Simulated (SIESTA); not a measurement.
Input and output of a self-consistent single point for Ti (P6_3/mmc, 4 atoms in the cell) (SIESTA).

Method: SIESTA with LDA PW92, numerical atomic orbitals TZP, PseudoDojo LDA standard norm-conserving potentials (rewritten from UPF to PSML).

```xyz
4
Lattice="2.9220 0.0000 0.0000 -1.4610 2.5305 0.0000 0.0000 0.0000 9.4015" Properties=species:S:1:pos:R:3 pbc="T T T"
Ti     0.0000     0.0000     0.0000
Ti     0.0000     0.0000     4.7008
Ti     0.0000     1.6870     2.3504
Ti     1.4610     0.8435     7.0511
```

Reference input (self-consistent single point, DFT, GGA PBE, numerical atomic orbitals TZP, PseudoDojo PBE standard norm-conserving potentials (rewritten from UPF to PSML)): XC.functional = GGA; XC.authors = PBE; potentials = PseudoDojo PBE standard; PAO.BasisSize = TZP; PAO.EnergyShift = 0.01 Ry; MeshCutoff = 350 Ry; kgrid.MonkhorstPack = 9 9 3; OccupationFunction = MP; OccupationMPOrder = 0; ElectronicTemperature = 2320.9 K; MaxSCFIterations = 150; SCF.Mixer.Method = Pulay. This run's input differs from it in these lines:

```diff
@@ -1,2 +1,2 @@
-# files in the folder: Ti.psml (PseudoDojo PBE standard)
+# files in the folder: Ti.psml (PseudoDojo LDA standard)
 SystemName  Ti
@@ -23,4 +23,4 @@
 
-XC.functional                GGA
-XC.authors                   PBE
+XC.functional                LDA
+XC.authors                   PW92
 PAO.BasisSize                TZP
```

Output, abridged:

```
        iscf     Eharris(eV)        E_KS(eV)     FreeEng(eV)     dDmax    Ef(eV) dHmax(eV)
   scf:    1    -6420.021224    -6452.565196    -6452.658631  1.567157 -4.811145  6.377468
   scf:    2    -6457.277735    -6455.181709    -6455.286478  0.190487 -5.275101  4.219701
   scf:    3    -6451.823408    -6454.907290    -6455.036105  0.185265 -5.832682  4.219099
   scf:    4    -6456.478863    -6456.571635    -6456.711033  0.085854 -5.930792  0.338923
   scf:    5    -6456.582209    -6456.577572    -6456.716369  0.003379 -5.919167  0.176970
   scf:    6    -6456.577762    -6456.579969    -6456.718097  0.007090 -5.901500  0.117919
   scf:    7    -6456.580798    -6456.580585    -6456.718817  0.002241 -5.906467  0.030356
   scf:    8    -6456.580267    -6456.580438    -6456.718875  0.001112 -5.909515  0.007558
   scf:    9    -6456.580375    -6456.580408    -6456.718878  0.000164 -5.910121  0.001482
   scf:   10    -6456.580412    -6456.580410    -6456.718878  0.000031 -5.910201  0.000431
SCF Convergence by DM+H criterion
max |DM_out - DM_in|         :     0.0000307248
max |H_out - H_in|      (eV) :     0.0004305149
SCF cycle converged after 10 iterations

Using DM_out to compute the final energy and forces

siesta: E_KS(eV) =            -6456.5804

siesta: E_KS - E_eggbox =     -6456.5804

siesta: Atomic forces (eV/Ang):
     1   -0.000000    0.000000   -0.000002
     2   -0.000000    0.000000    0.000002
     3    0.000002   -0.000003    0.000024
     4   -0.000002    0.000003   -0.000024
   Tot    0.000000    0.000000   -0.000000
   Max    0.000024
   Res    0.000010    sqrt( Sum f_i^2 / 3N )
   Max    0.000024    constrained

Stress tensor Voigt[x,y,z,yz,xz,xy] (kbar):      108.88      108.88      106.42        0.00       -0.00        0.00
(Free)E + p*V (eV/cell)    -6461.4073
   [... lines left out ...]
siesta: FreeEng =     -6456.718878
   [... lines left out ...]
siesta:     0.067955    0.000000   -0.000000
siesta:     0.000000    0.067955    0.000000
siesta:    -0.000000    0.000000    0.066424

siesta: Cell volume =         69.515982 Ang**3

siesta: Pressure (static):
siesta:                Solid            Molecule  Units
siesta:          -0.00073456         -0.00073456  Ry/Bohr**3
siesta:          -0.06744447         -0.06744393  eV/Ang**3
siesta:        -108.05795308       -108.05709660  kBar
```

The run converged in 10 iterations. Against the reference run the pressure goes from -2.20 to -10.81 GPa.

The starting cell was generated: these elements placed on a structure prototype, without a prior relaxation; it need not be a known phase or ordering of this composition. Its lattice was rescaled by a random factor within 2.5 % of one. Spin polarisation is off. Values carry the incompleteness of an atom-centred basis. With a pressure of about -11 GPa the cell is away from its equilibrium volume at this level.

Cost on one core of a shared machine: roughly 60 s.
